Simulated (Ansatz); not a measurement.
A computed series for AlRu: response to strain

The parent structure is AlRu in the CsCl type structure (space group Pm-3m, No. 221; a = 2.9770 Å; relaxed with 0.1 eV smearing).

Strains are applied to the cell and any free atomic positions relax.

Computed with PBEsol/PAW in Ansatz (a quantum-chemistry and plane-wave program), no SOC.

Candidates:
(a) isotropic strain +1.00 %
(b) isotropic strain −0.50 %
(c) isotropic strain −1.50 %
(d) isotropic strain −2.00 %
(e) isotropic strain +2.00 %

Notes on the quantities. energy relative to the base: free energy F.

Problem. Order them by energy relative to the base, highest first.

Solution. (d) isotropic strain −2.00 % (+35 meV/atom), (e) isotropic strain +2.00 % (+30 meV/atom), (c) isotropic strain −1.50 % (+19 meV/atom), (a) isotropic strain +1.00 % (+7.8 meV/atom), (b) isotropic strain −0.50 % (+2.1 meV/atom)

Whether these cells are dynamically stable was not tested. The final runs are not spin-polarised.
